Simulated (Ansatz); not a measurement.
## Ba: energy against volume

Ba (bcc, Im-3m, 63.409 Å³/atom and stress up to 0.01 GPa in the relaxed cell, cube axes along x, y and z) under an equal strain ε along all three axes. PBE in Ansatz, a plane-wave DFT program (PAW, default set), 420 eV, 19×19×19 Γ-centred mesh, Fermi-Dirac smearing 0.10 eV.

Here V stands for volume and E for E less E0.

```csv
volume (Å³/atom),E less E0 (meV/atom),pressure (GPa)
57.8718,?,?
59.6802,5.67,0.57
60.5983,3.01,0.42
61.5258,1.20,0.27
62.4628,0.20,0.13
63.4092,0.00,0.00
64.3651,0.57,-0.13
65.3305,1.90,-0.25
66.3056,3.95,-0.36
67.2903,6.72,-0.47
```

The 9 complete rows are fitted with the third-order Birch-Murnaghan form, a cubic in V^(-2/3), E against V. With u = V^(-2/3) - 0.0629, the rows have u = 0.0025807, 0.0019176, 0.0012646, 0.0006212, -0.0000124, -0.0006366, -0.0012515, -0.0018574, -0.0024544. Least squares gives E = -0.004 - 276.8·u + 981755·u² - 8770376·u³. Residuals (row less fit): 0.001, -0.003, 0.002, -0.001, 0.000, -0.002, 0.003, -0.003, 0.001; standard error 0.003 (degrees of freedom: 5). Its minimum lies at u = 0.0001412, so V0 = (0.0630412)^(-3/2) = 63.18. There d²E/du² = 1956000 and d³E/du³ = -5.262e7, so B0 = (4/9) × 63.18^(-7/3) × 1956000 × 0.160218 = 8.76 GPa (the last factor turns the table's units into GPa), and B0' = 4 + (2/3) × 0.0630412 × (-5.262e7)/1956000 = 2.9. B0' rests on the cubic coefficient alone and has a standard error of 0.1 from these residuals.

**Question.** Estimate the missing E (V = 57.8718); what did the run itself give?

**Answer.** u = 0.0039378, so E = -0.004 - 276.8 × 0.0039378 + 981755 × 0.0039378² - 8770376 × 0.0039378³ = 13.594 meV/atom. The calculation gives 13.61 meV/atom, 0.016 meV/atom above the prediction (0.1 % of the range of E in the table). The row lies outside the fitted rows, so this is an extrapolation. The scatter of the fitted rows lies at the last printed digit.

In a metal these values are sensitive to mesh and smearing; energies are taken to zero smearing, stresses follow the free energy. Other structures, which can take over under pressure, weren't tried. The same form fitted to the pressure column gives B0' = 2.9; series where the two differ by over 0.4 aren't shown. Rows are the converged runs of the series near zero and its far end, less any whose ions stayed unrelaxed beside relaxed ones; series whose fitted rows scatter by over a few per cent of the range, as at a crossing or softening among them, aren't shown in this form.
